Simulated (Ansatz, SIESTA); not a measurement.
A SIESTA input for a relaxation of cell and atoms of FeNi₃ (Pm-3m, 4 atoms in the cell) (DFT, GGA PBE, numerical atomic orbitals DZP, PseudoDojo PBE standard norm-conserving potentials (rewritten from UPF to PSML)):

```
# files in the folder: Fe.psml Ni.psml (PseudoDojo PBE standard)
SystemName  FeNi3
SystemLabel FeNi3

NumberOfAtoms                4
NumberOfSpecies              2
%block ChemicalSpeciesLabel
  1 26 Fe
  2 28 Ni
%endblock ChemicalSpeciesLabel
LatticeConstant              3.510420 Ang
%block LatticeVectors
     1.000000000    0.000000000    0.000000000
     0.000000000    1.000000000    0.000000000
     0.000000000    0.000000000    1.000000000
%endblock LatticeVectors
AtomicCoordinatesFormat      Bohr
%block AtomicCoordinatesAndAtomicSpecies
     0.000000000    0.000000000    0.000000000  1
     0.000000000    3.316866191    3.316866191  2
     3.316866191    0.000000000    3.316866191  2
     3.316866191    3.316866191    0.000000000  2
%endblock AtomicCoordinatesAndAtomicSpecies

XC.functional                GGA
XC.authors                   PBE
PAO.BasisSize                DZP
PAO.EnergyShift              0.01 Ry
MeshCutoff                   350 Ry
%block kgrid.MonkhorstPack
    6   0   0  0.0
    0   6   0  0.0
    0   0   6  0.0
%endblock kgrid.MonkhorstPack
OccupationFunction           FD
ElectronicTemperature        0.1 eV
Spin                         polarized
%block DM.InitSpin
  1 +4.00
  2 +2.00
  3 +2.00
  4 +2.00
%endblock DM.InitSpin

MaxSCFIterations             150
SCF.Mixer.Method             Pulay
SCF.Mixer.Weight             0.1
SCF.Mixer.History            6
SCF.DM.Tolerance             1.0E-05
Diag.ParallelOverK           true
MD.TypeOfRun                 CG
MD.Steps                     40
MD.MaxForceTol               0.02 eV/Ang
MD.VariableCell              true
MD.MaxStressTol              0.05 GPa
WriteForces                  true
Charge.Mulliken              end
```

Question: Write the same calculation as an input for Ansatz (a first-principles code).

Answer: One input that does it (others would too):

Ansatz 0.2 input:
```yaml
crystal:
  lattice:
    - [3.510420, 0.000000, 0.000000]
    - [0.000000, 3.510420, 0.000000]
    - [0.000000, 0.000000, 3.510420]
  atoms:
    - { symbol: Fe, position_ang: [0.000000, 0.000000, 0.000000], spin: 4.0 }
    - { symbol: Ni, position_ang: [0.000000, 1.755210, 1.755210], spin: 2.0 }
    - { symbol: Ni, position_ang: [1.755210, 0.000000, 1.755210], spin: 2.0 }
    - { symbol: Ni, position_ang: [1.755210, 1.755210, 0.000000], spin: 2.0 }
basis:
  ecutwfc: 30.9 Ry
kpoints:
  mp_grid: { grid: [6, 6, 6] }
hamiltonian:
  xc: pbe
  pseudopotentials: { kind: paw }
magnetization:
  spin_polarized: true
scf:
  occupations: { method: fermi_dirac, width: 0.0073 Ry }
relax:
  cell: {}
output:
  forces: true
  eigenvalues: true
  stress: true
```

Basis, cutoffs, solver keys and any potentials are the target program's own. This input uses DFT, PBE, plane waves, default PAW files. The width in Ry is rounded to four decimals.

The starting cell comes from a database of computed structures (which also holds hypothetical and non-ambient phases and stackings), without a prior relaxation at this level.
